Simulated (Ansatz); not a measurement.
Base system: PtSe2 in the CdI2 type structure (space group P-3m1, No. 164; a = 3.731 Å, c = 5.256 Å; layered, stacked along the Cartesian z axis).

The values are results of Ansatz (a first-principles code) r2SCAN+rVV10, spin-orbit coupling left out, not measurements.

Free-standing slabs (3 atom(s) a layer) normal to the stacking axis with 15 Å of vacuum; in-plane cell relaxed.

One change was made to it. Results:

| quantity | base | after |
|---|---|---|
| excess energy per area of both faces (slab less bulk energy over the cell's area: twice a surface energy) (uncertain by up to 0.2 J/m²) | – | 0.4 J/m² |
| shortest interatomic distance | 2.515 Å | 2.506 Å |
| in-plane lattice parameter a | 3.731 Å | 3.713 Å |

### Question
What was done to the base?
A. 4 layers
B. 1 layer
C. 2 layers

### Answer
A, 4 layers. For comparison, the in-plane lattice parameter a in the other runs: 2 layers gives 3.702 Å; 1 layer gives 3.684 Å.

Slab and bulk use different k-meshes, which limits the precision of the excess energy. Whether these cells are dynamically stable was not tested. The final runs are not spin-polarised.
